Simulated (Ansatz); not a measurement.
Given:

```
MgO
1.0
    0.03006     2.10221     2.10221
    2.10221     0.03006     2.10221
    2.13228     2.13228     0.00000
Mg O
1 1
Direct
  0.00000   0.00000   0.00000
  0.50000   0.50000   0.50000
```

No spin polarisation.

Method: Ansatz (an electronic-structure program), r2SCAN, PAW, cutoff 500 eV, no spin-orbit coupling. Settings: 13×13×13 k-points, 0.05 eV Fermi–Dirac smearing.

Q: Predict the space group.

A: Immm (No. 71).

Q: What is the computed valence-band top at Γ (three highest levels, from the VBM)?

A: 0.00, -0.11, -0.22 eV.

The levels and masses belong to the bands next to the band gap. The cells carry an imposed strain or load. Whether these cells are dynamically stable was not tested. The cell was made from MgO in the rock salt structure (space group Fm-3m, No. 225) by this change: tensor shear ε_xy = +1.43 %.
